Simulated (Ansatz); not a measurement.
Band structure of LaCuSeO (P4/nmm, 8 atoms in the cell).

```
CELL_PARAMETERS angstrom
      4.06951     0.00000     0.00000
      0.00000     4.06951     0.00000
      0.00000     0.00000     8.82454
ATOMIC_POSITIONS crystal
  La 0.00000 0.50000 0.85998
  La 0.50000 0.00000 0.14002
  Cu 0.50000 0.50000 0.50000
  Cu 0.00000 0.00000 0.50000
  Se 0.00000 0.50000 0.33079
  Se 0.50000 0.00000 0.66921
  O  0.50000 0.50000 0.00000
  O  0.00000 0.00000 0.00000
```

Computed with PBEsol, PAW files made with PBE (plane waves; Ansatz, a quantum-chemistry and plane-wave program).

Settings: kpoints.mp_grid.grid = 5 5 3; hamiltonian.xc = pbesol; hamiltonian.pseudopotentials = {kind: paw} (the program's default PAW files); scf.occupations.method = fixed; kpoints.band_path.npoints = 8.

The starting cell comes from a database of computed structures (which also holds hypothetical and non-ambient phases and stackings), without a prior relaxation at this level.

Predict the gap along the standard path and the places of the band edges.

The gap along the path is 1.43 eV, direct at Γ to within 0.01 eV.

Levels in eV from the top of the valence band on the path, bands 49 to 56:
```json
[
 {"point": "Γ", "49": "-1.34", "50": "-0.54", "51": "0.00", "52": "0.00", "53": "1.43", "54": "1.49", "55": "2.02", "56": "2.11"},
 {"point": "X", "49": "-0.88", "50": "-0.88", "51": "-0.70", "52": "-0.70", "53": "1.99", "54": "1.99", "55": "2.35", "56": "2.35"},
 {"point": "M", "49": "-1.89", "50": "-1.89", "51": "-1.21", "52": "-1.21", "53": "2.29", "54": "2.29", "55": "2.61", "56": "2.61"},
 {"point": "Z", "49": "-1.34", "50": "-1.03", "51": "-0.11", "52": "-0.11", "53": "1.56", "54": "1.95", "55": "2.03", "56": "2.09"},
 {"point": "R", "49": "-0.79", "50": "-0.79", "51": "-0.66", "52": "-0.66", "53": "2.00", "54": "2.00", "55": "2.39", "56": "2.39"},
 {"point": "A", "49": "-1.89", "50": "-1.89", "51": "-1.21", "52": "-1.21", "53": "2.45", "54": "2.45", "55": "2.75", "56": "2.75"}
]
```

Keys are those of Ansatz 0.2.
